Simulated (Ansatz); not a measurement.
## Effect of biaxial strain −0.58 %, plane normal [001], relaxed out of plane on SnS

The reference is SnS in the GeS type structure (space group Pnma, No. 62; a = 11.155 Å, b = 4.000 Å, c = 4.261 Å). Axes: x, y, z lie along a, b, c of the conventional cell.

The change: biaxial strain −0.58 %, plane normal [001], relaxed out of plane (Cartesian); in-plane vectors clamped, the third vector and the atoms free.

Method: PBE-D3(BJ)/PAW in Ansatz (a program for electronic structure), spin-orbit coupling left out. Settings: 8×3×8 k-points, 0.05 eV Fermi–Dirac smearing, for the changed cell.

The volume per atom drops by 0.09 Å³ (23.77 Å³ → 23.68 Å³) and the space group stays Pnma (No. 62). The shortest interatomic distance rises by 0.002 Å (2.642 Å → 2.644 Å) and the pressure (mean of the normal stresses, compression positive) goes from zero to 0.22 GPa. The band gap drops by 0.03 eV (0.70 eV → 0.67 eV) and the gap character is still indirect, Γ–Z (83 % along) → Y–Γ (33 % along). The smallest direct gap stays essentially unchanged (0.85 eV against 0.86 eV) and the width of the top valence band is nearly the same (1.79 eV against 1.77 eV). The out-of-plane strain is +0.81 % and the mean in-plane stress (compression positive) comes out as +0.3 GPa.

Final structure (turned so that z lies along the plane normal):

```
CELL_PARAMETERS angstrom
      3.97657     0.00000     0.00000
      0.00000    11.09026     0.00000
      0.00000     0.00000     4.29575
ATOMIC_POSITIONS crystal
  Sn 0.75000 0.38245 0.61645
  Sn 0.25000 0.11755 0.11645
  Sn 0.25000 0.61755 0.38355
  Sn 0.75000 0.88245 0.88355
  S  0.75000 0.64663 0.97416
  S  0.25000 0.85337 0.47416
  S  0.25000 0.35337 0.02584
  S  0.75000 0.14663 0.52584
```

Stability against distortions was not tested.
